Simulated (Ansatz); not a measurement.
Functionals compared on the (11-22) surface of hcp Zn in its 1x1 cell, outermost plane spacing 1.17 Å in the ideal cut, in Ansatz (plane waves, PAW). The structure was relaxed with PBE; the other rows are single points on it, each with its references at the same level. Cutoff 420 eV (500 eV for r2SCAN).

Set-up: 20 atoms, 10.5 Å thick at the start; mesh 8x7x1; 0.1 eV smearing; dipole correction on; all atoms relaxed; held to the start's symmetry, so lower structures may exist; no spin, no spin-orbit, no U. These notes are the PBE run's.

```
functional  surface energy (J/m²)  work function of the top face (eV)  rough cost of the single point
----------  ---------------------  ----------------------------------  ------------------------------
PBE                          0.80                                4.11                               –
LDA                          1.23                                4.42   around 3 core-minutes (rough)
PBEsol                       1.10                                4.22   around 3 core-minutes (rough)
RPBE                         0.61                                3.97     very roughly 3 core-minutes
r2SCAN                       1.04                                4.19     very roughly 8 core-minutes
```

Ansatz is an electronic-structure program.
